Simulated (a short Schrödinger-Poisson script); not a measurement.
Structure: gated Al0.3Ga0.7As/GaAs δ-doped gas, at 20 K.

```csv
layer,material,thickness (nm),Na (cm⁻³)
1,Al0.3Ga0.7As,15,-
2,Al0.3Ga0.7As,40,-
3,GaAs,6000,9e14
```

Constants are typed, rounded textbook-type inputs, not results; the design itself was drawn at random and stands for no fabricated device. Al0.3Ga0.7As: permittivity 12.05, conduction-band edge (eV) 0.237, gap (eV) 1.798, electron mass (mₑ) 0.0919, Nv at 300 K (cm⁻³) 9e18. GaAs: permittivity 12.9, conduction-band edge (eV) 0, gap (eV) 1.424, Nv at 300 K (cm⁻³) 9e18.

Channel valleys (confinement mass, in-plane density-of-states mass, number): Γ 0.067, 0.067, 1. At the gate the conduction-band edge of layer 1 lies 0.99 eV − eVg above the Fermi level of the channel; the field vanishes at the back. Sheet of ionised δ-doping: +2.6e12 e/cm² at 15 nm from the gate. The barrier under the gate holds no holes. Gaps are held at their typed values at every temperature. Mesh 0.08 nm at interfaces.

Solved with a short Schrödinger-Poisson script written for these runs: 1D Poisson equation in equilibrium, electrons quantum, Hartree (BenDaniel-Duke, 40 states a valley, the channel's in-plane mass for all, wave functions free to enter the barrier), parabolic valleys, classical holes, full ionisation, no traps, pinning or gate leakage.

### Question
List the lowest subbands of each valley and their electrons at Vg = 0.5 V.

### Answer
| valley | subband | energy from the Fermi level (meV) | electrons (cm⁻²) | share (%) |
|---|---|---|---|---|
| Γ | 0 | -7.4 | 2.08e11 | 100.0 |
| Γ | 1 | 17.3 | 2060000 | 0.0 |
| Γ | 2 | 18.0 | 1380000 | 0.0 |

All electrons: 2.08e11 cm⁻².
